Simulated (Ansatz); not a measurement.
System: Al2Te3 (Cc, No. 9; start mp-1228524). Method: G0W0@PBEsol (Ansatz, a first-principles code, plane waves, hard PAW, contour deformation).

The cell is the one relaxed with PBEsol. Conventional cell: a = 12.5748 Å, b = 7.2506 Å, c = 7.9419 Å, α = 90.00°, β = 120.41°, γ = 90.00°.

The quasiparticle gap at Γ at a fixed k mesh 2×2×2:

| response cutoff | value (eV) |
|---|---|
| 125 eV, 1820 empty bands | 2.197 |
| 150 eV, 2393 empty bands | 2.209 |
| 200 eV, 3684 empty bands | 2.223 |
| 250 eV, 5149 empty bands | 2.232 |

**Question.** Taking the value to converge with the response cutoff E as E^(−3/2), extrapolate from the last two rows.

**Answer.** With y = y∞ + c/w and weights w = 2828 and 3953 for the last two rows, y∞ = (w2 y2 − w1 y1)/(w2 − w1) = (3953 × 2.232 − 2828 × 2.223)/1125 = 2.255 eV, which lies 0.023 beyond the last row. Successive pairs of rows give 2.247, 2.249, 2.255. The limit also hangs on the law assumed, so its last digits aren't firm.

The other settings are not extrapolated, so this is the limit in one setting alone.

The smallest gap on this mesh is 2.07 eV, away from Γ.

Spin–orbit coupling is not included; with these elements it can move the gap by several tenths of an eV or more.

A start named mp-… is a Materials Project structure, which can be a computed phase never made.
